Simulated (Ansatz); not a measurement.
## A computed series for Zr: pressure series

Consider Zr in the hcp (Mg type) structure (space group P6_3/mmc, No. 194; a = 3.185 Å, c = 5.117 Å).

Cell and atoms are relaxed at each pressure.

Level of theory: PBEsol (Ansatz, a quantum-chemistry and plane-wave program; PAW; 420 eV plane waves; no spin-orbit coupling), earlier PAW set.

```tsv
pressure (GPa)	volume per atom (Å³/atom)
-2	22.949
-1	22.706
0	22.474
1.8	22.077
4.2	?
9	20.721
18	19.382
30	17.976
60	15.667
```

Q: Fit the third-order Birch–Murnaghan form P(V) = (3B₀/2)[(V₀/V)^(7/3) − (V₀/V)^(5/3)]·[1 + (3/4)(B₀′ − 4)((V₀/V)^(2/3) − 1)] (squares taken in P) to the rows shown and predict the withheld row.

A: Least squares on the printed values gives V₀ = 22.478 Å³/atom, B₀ = 95.1 GPa, B₀′ = 3.2; this predicts 21.568 Å³/atom, and the run gives 21.590 Å³/atom, 0.022 higher.

Load acts through the strain it causes; cell and atoms are relaxed under it. Whether these cells are dynamically stable was not tested. The final runs are not spin-polarised. Measured, Zr leaves this structure (for the ω phase) near 3 GPa (temperature not stated; as listed in C. Cazorla, D. Alfè, M. J. Gillan, Physical Review B (2008)).
